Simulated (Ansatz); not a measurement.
**What isotropic strain −1.00 % does to PbTe**

The parent structure is PbTe in the rock salt structure (space group Fm-3m, No. 225; a = 6.442 Å).

Now apply this change: every lattice vector is shortened by 1.00 %; the atoms relax in the strained cell.

Level of theory: PBEsol, PAW, 420 eV (Ansatz, an electronic-structure program; no SOC). Settings: 9×9×9 k-points, 0.05 eV Fermi–Dirac smearing.

- Volume per atom: 32.43 Å³ (base 33.42 Å³)
- Space group: Fm-3m (No. 225) (base Fm-3m (No. 225))
- Shortest interatomic distance: 3.189 Å (base 3.221 Å)
- Energy relative to the base (free energy F): +4.4 meV/atom
- Pressure: 14.6 kbar (base 0.1 kbar)
- Band gap: 0.58 eV (base 0.65 eV)
- Gap character: direct at L (base direct at L)
- Mean gap deformation potential ΔEg/Δln V: +2.3 eV
- Width of the top valence band: 3.05 eV (base 2.86 eV)
- Electron mass: 0.24 mₑ along k, 0.097 mₑ across (at L) (base 0.26 mₑ along k, 0.098 mₑ across (at L))
- Hole mass: 0.33 mₑ along k, 0.064 mₑ across (at L) (base 0.38 mₑ along k, 0.073 mₑ across (at L))
- Valley order (the lowest conduction-band minima on the path, energy above the VBM, named in the base's zone): L along ⟨111⟩ 0.58 eV; a point along ⟨110⟩, about 0.6 Å⁻¹ from Γ 1.20 eV; a point along ⟨100⟩, about 0.4 Å⁻¹ from Γ 1.73 eV (base L along ⟨111⟩ 0.65 eV; a point along ⟨110⟩, about 0.6 Å⁻¹ from Γ 1.25 eV; a point along ⟨100⟩, about 0.3 Å⁻¹ from Γ 1.70 eV)

Final structure:

```
PbTe
1.0
    0.00000     3.18883     3.18883
    3.18883     0.00000     3.18883
    3.18883     3.18883     0.00000
Te Pb
1 1
Direct
  0.50000   0.50000   0.50000
  0.00000   0.00000   0.00000
```

Spin-orbit coupling, missing from the scalar runs, can matter with Pb and Te. Masses are band curvatures over ±0.01 Å⁻¹ around the edge. Along k means along the line from Γ to the band edge. Stability against distortions was not tested.
